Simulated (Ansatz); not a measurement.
Fermi-surface figures of metals: Hf (P6_3/mmc) under several functionals (Ansatz, a first-principles code, without spin-orbit coupling). The PBE cell:

Hf is taken in the hexagonal space group P6₃/mmc (No. 194), the hcp (Mg type) structure, Pearson symbol hP2. Cell: a = 3.2032 Å, b = 3.2032 Å, c = 5.0756 Å, α = 90.00°, β = 90.00°, γ = 120.00°. Hf on 2c has 12 Hf at 3.140–3.203 Å (anticuboctahedral). (Neighbours: up to the widest gap in distance over summed covalent radii, below 1.35, at either atom.)

```
Functional  cell relaxed with  volume (Å³/atom)  density of states at the Fermi level per atom  Drude plasma energy  root-mean-square Fermi velocity
----------  -----------------  ----------------  ---------------------------------------------  -------------------  -------------------------------
PBE                       PBE             22.55                                 0.70 states/eV               4.1 eV                     4.6 ×10⁵ m/s
PBEsol                 PBEsol             21.61                                 0.69 states/eV               4.2 eV                     4.6 ×10⁵ m/s
r2SCAN                 PBEsol             21.61                                              …                    …                                …
```

Given the cheaper levels, estimate the r2SCAN row.


- r2SCAN, density of states at the Fermi level per atom: 0.59 states/eV
- r2SCAN, Drude plasma energy: 4.4 eV
- r2SCAN, root-mean-square Fermi velocity: 5.2 ×10⁵ m/s

For the density of states at the Fermi level per atom, PBE gives 0.70 states/eV and r2SCAN 0.59 states/eV: PBE lies 18 % above.

Metals at this level; values at 300 K, both spins, means over directions. As a rough test of the mesh, the Fermi surface's area from every second k point differs by up to 6 %. Spin-orbit coupling is left out.
